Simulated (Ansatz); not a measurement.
Cost and result by functional for the adsorption energy of NH2 on the 1x1 (110) surface of bcc W, one in a 2x2 cell, started at the site 'bridge W-W (span 2.8 Å)', in Ansatz (plane waves, PAW). Single points on the PBE structure, on one kind of machine; costs are rough ratios of the slab run's core time (references not counted) to the cheapest single point. r2SCAN's cost holds its higher cutoff (500 against 420 eV). Differences are taken against r2SCAN for comparison alone: no measured value is at hand, so the table doesn't rank accuracy.

Model: 19-atom slab, 6.6 Å thick at the start under the adsorbate (thin: gaps and levels are the slab's own), 6x6x1 mesh, Fermi-Dirac 0.1 eV, dipole correction, 8 atoms held, the rest relaxed; held to the start's symmetry, so lower structures may exist; no spin, no spin-orbit, no U, no dispersion correction. At the end it is bonded to 2 W. In PBE it is, or lies within 0.03 eV of, the lowest of the starts that converged. These notes are the PBE run's. Adsorption energies are against NH3(g) − ½ H2(g). A negative adsorption energy means that the adsorbate is more stable on the surface than in its reference.

| functional | relative cost | adsorption energy (eV) | less r2SCAN (eV) |
|---|---|---|---|
| RPBE | 1 | -0.84 | 0.42 |
| r2SCAN | 2 | -1.26 | 0.00 |
| PBE (the relaxed run's value) | – | -1.08 | 0.18 |

The values span 0.42 eV, while the single points' costs differ by a factor of roughly 2. Differences are of unrounded values.

Ansatz is a quantum-chemistry and plane-wave program.
